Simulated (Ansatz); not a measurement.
Consider SiC in the zinc blende structure (space group F-43m, No. 216; a = 4.3563 Å). Axes: x, y, z lie along the cube axes.

Computed with r2SCAN (Ansatz, a quantum-chemistry and plane-wave program), no SOC.

For the base:

| Item | Result |
|---|---|
| Electron mass | 0.64 mₑ along k, 0.23 mₑ across (at X) |

The change: tensile biaxial strain of 0.50 % in the plane normal to [001], as in epitaxy on a mismatched substrate; the out-of-plane cell vector and the atoms relax.

What does the calculation give for the electron mass and energy relative to the base after the change?

The electron mass changes from 0.64 mₑ along k, 0.23 mₑ across (at X) to 0.63 mₑ along k, 0.23 mₑ across (at X); the energy grows by 0.7 meV/atom.

The levels and masses belong to the bands next to the band gap. Masses are band curvatures over ±0.01 Å⁻¹ around the edge. Along k means along the line from Γ to the band edge. Whether these cells are dynamically stable was not tested.
